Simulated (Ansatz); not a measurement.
Ca2BeN2 (model structure, started from the Ca2ZnN2 type, I4/mmm, No. 139, 5 atoms in the cell) was calculated with HSE06 in Ansatz (PAW).

Input:

Ansatz 0.2 input:
```yaml
crystal:
  lattice:
    - [-1.7580300794, 1.7580300794, 5.7302041111]
    - [1.7580300794, -1.7580300794, 5.7302041111]
    - [1.7580300794, 1.7580300794, -5.7302041111]
  atoms:
    - { symbol: Ca, position: [0.6555356057, 0.6555356057, 0.0] }
    - { symbol: Ca, position: [0.3444643943, 0.3444643943, 0.0] }
    - { symbol: Be, position: [0.0, 0.0, 0.0] }
    - { symbol: N, position: [0.865650324, 0.865650324, 0.0] }
    - { symbol: N, position: [0.134349676, 0.134349676, 0.0] }
basis:
  ecutwfc: 460
  ecutrho_ratio: 4
  xc_grid: 2
kpoints:
  mp_grid: { grid: [8, 8, 8] }
hamiltonian:
  xc: hse06
  dispersion: none
  pseudopotentials: { kind: paw }
scf:
  occupations: { method: fermi_dirac, width: 0.01 }
  convergence: { dr2_threshold: 0.0000000005 }
output:
  forces: true
  stress: true
  eigenvalues: true
```

Excerpt of the program's output:

```
WARN output.stress: scf.exx.energy_threshold = 1e-6 eV is looser than the 5e-8 eV advised for a stress under a hybrid functional (1e-8 eV for each atom of the …
Crystal: 5 atoms, lattice volume = 70.841 Å³
Basis set: ecut = 460 eV, 1569 PW (Γ), FFT grids on a1+a3, a2+a3, a3, exchange–correlation on 50×50×90 points (8 copies of the dense FFT grid, shifted against one another)
Bands: 21, of which v1, the nominal top of the filled ones, is band 16 counted from 1 (15 counted from 0)
Symmetry: 16 space group operations
Space group: I4/mmm (ITA 139), of the structure as read, at distance tolerance 4.1e-5 Å
k-points: 59 of 512
SCF iter   1: F=—  HF=-4499.284267 eV  |F-HF|=—  |Δ(HF+E_count)|=         —  Δρ=2.19e-3  dr2=1.08e-2
SCF iter   2: F=—  HF=-4499.283982 eV  |F-HF|=—  |Δ(HF+E_count)|=   2.85e-4  Δρ=1.32e-3  dr2=4.18e-3
  ...
Crystal: 5 atoms, lattice volume = 70.841 Å³
Initial density: handed on by an earlier stage of this run
Crystal: 5 atoms, lattice volume = 70.841 Å³
SCF iter   4: F=—  HF=-4500.654988 eV  |F-HF|=—  |Δ(HF+E_count)|=   8.65e-9  Δρ=9.59e-7  dr2=7.97e-10
SCF iter   5: F=-4500.654988 eV  HF=-4500.654988 eV  |F-HF|=1.82e-12  |Δ(HF+E_count)|=  1.63e-10  Δρ=1.82e-7  dr2=9.67e-11
SCF 3 converged in 5 iterations: F = -4500.654988 eV  dr2 = 9.67e-11
Free energy (F): -4500.654988 eV
Internal energy: -4500.654988 eV  (E = F + TS)
E sigma→0 (E₀):  -4500.654988 eV
Fermi energy:    8.110236 eV
--- Forces (eV/Å), atoms counted from 1 ---
  atom   1  Ca     0.00000000    -0.00000000     0.03580663
  atom   2  Ca     0.00000000    -0.00000000    -0.03580663
  atom   3  Be    -0.00000000     0.00000000    -0.00000000
  atom   4  N      0.00000000    -0.00000000     0.43371401
  atom   5  N      0.00000000    -0.00000000    -0.43371401
--- Stress (GPa, compression-positive) ---
        2.143168       0.000000       0.000000
        0.000000       2.143168      -0.000000
       -0.000000       0.000000      -0.057514
  P = ⅓ Tr σ = 1.4096 GPa (14.096 kbar)
```

The PAW data were made under PBE.

Note: the relaxation could raise the start's symmetry but not lower it, so the cell can be a saddle point. Note: cell and atoms aren't relaxed at this level (largest force component 0.43 eV/Å, pressure 1.4 GPa).

Cost on a shared machine: roughly 7 core-minutes.

A model structure was made by putting elements into a prototype or built by hand; it is no filed structure, need not be a known phase, and can be a saddle point held by its symmetry.

Ansatz is a program for electronic structure.
